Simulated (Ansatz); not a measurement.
# ZnSnN2 (model structure, started from the MgZrN2 type, I4₁/amd, No. 141, 8 atoms in the cell)

All values below come from r²SCAN (Ansatz, a first-principles code, PAW).

Settings: plane-wave cutoff 560 eV, 12×12×12 k mesh, Fermi–Dirac smearing 0.01 eV, scalar-relativistic PAW data made under PBE.

Cell (relaxed at this level):

```xyz
8
Lattice="-2.1940 2.1940 4.6827 2.1940 -2.1940 4.6827 2.1940 2.1940 -4.6827" Properties=species:S:1:pos:R:3 pbc="T T T"
Zn     0.0000     0.0000     4.6827
Zn     2.1940     0.0000     2.3414
Sn     0.0000     2.1940     2.3414
Sn     0.0000     0.0000     0.0000
N      0.0000     2.1940     0.1633
N      0.0000     0.0000     7.1874
N      0.0000     0.0000     2.1780
N      0.0000     2.1940     4.5194
```

```json
{
  "band_gap": "0.49 eV (on the SCF k mesh)",
  "bulk modulus B0": "157 GPa"
}
```

Note: the bulk modulus is −V dP/dV from two relaxed cells at ±2 % in volume; the relaxation could raise the start's symmetry but not lower it, so the cell can be a saddle point.

Spin–orbit coupling is not included.

A model structure was made by putting elements into a prototype or built by hand; it is no filed structure, need not be a known phase, and can be a saddle point held by its symmetry.
